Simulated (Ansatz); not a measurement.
Consider ZnAg in the CsCl type structure (space group Pm-3m, No. 221; a = 3.1175 Å).

All numbers come from PBEsol, PAW, 420 eV (Ansatz, an electronic-structure program; spin-orbit coupling left out).

Before the change:

The lattice parameter a comes out as 3.118 Å.

One thing is altered: a hydrostatic pressure of 7.5 GPa.

**Question.** Predict the new lattice parameter a.

**Answer.** The lattice parameter a drops by 0.058 Å, from 3.118 Å to 3.060 Å.

Load acts through the strain it causes; cell and atoms are relaxed under it. Stability against distortions was not tested. Competing high-pressure phases were not computed.
